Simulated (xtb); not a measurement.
xtb 6.7.1, GFN2-xTB: V(S)(NMe2)(OSiH3)2 (C[N](C)[V](=[S])([O][SiH3])[O][SiH3]), 21 atoms. The geometry is a generated start, not checked to be a minimum at this level.

```
Item                                                                                                            Value
------------------------  -------------------------------------------------------------------------------------------
method                                                                                                       GFN2-xTB
--acc                                                                                                     1 (default)
--etemp (K)                                                                                             300 (default)
detailed input (--input)  none: ANC optimiser, Lindh (1995) Hessian, microcycle=20, maxdispl=1.0, hlow=0.01 (default)
basis functions                                                                                                    72
valence electrons                                                                                                  56
```

```xyz
21

V      0.4411     0.0981    -0.2273
S      2.1062     1.0453     0.5202
N     -0.6384     0.2115     1.1560
C     -0.8283     1.4910     1.7796
C     -0.9430    -0.8992     2.0167
H     -1.6984     1.4884     2.4444
H      0.0761     1.7489     2.3610
H     -0.9614     2.2556     1.0077
H     -0.2201    -0.9418     2.8483
H     -1.9532    -0.8042     2.4389
H     -0.8844    -1.8322     1.4479
O      0.9113    -1.4601    -0.4736
Si     1.6079    -2.8311    -0.9626
H      0.7312    -3.9022    -0.4661
H      2.9397    -2.8880    -0.3508
H      1.6532    -2.7942    -2.4315
O     -0.1622     1.1567    -1.3674
Si    -0.4739     2.0383    -2.6740
H     -1.7602     1.5623    -3.2062
H      0.6230     1.8207    -3.6311
H     -0.5661     3.4361    -2.2300
```

Charge 0 and multiplicity 1 are set for this test and not shown to be the ground state.

The structure is relaxed from this start with --opt LEVEL for the levels crude, sloppy, loose, lax, normal, tight, vtight, extreme, once each. Up to the end of the extreme run atoms move by at most 1.4 Å along an axis.

Q: Choose the cheapest level whose final energy lies within 5 meV of that of extreme.

A: tight: 68 cycles against 185, ending 1.6 meV above.

```tsv
level	cycles	energy above the extreme run (meV)	gradient norm (eV/Å)
crude	1	18	0.11
sloppy	1	18	0.11
loose	1	18	0.11
lax	1	18	0.11
normal	19	7.1	0.033
tight	68	1.6	0.0075
vtight	94	0.72	0.0036
extreme	185	—	0.0026
```
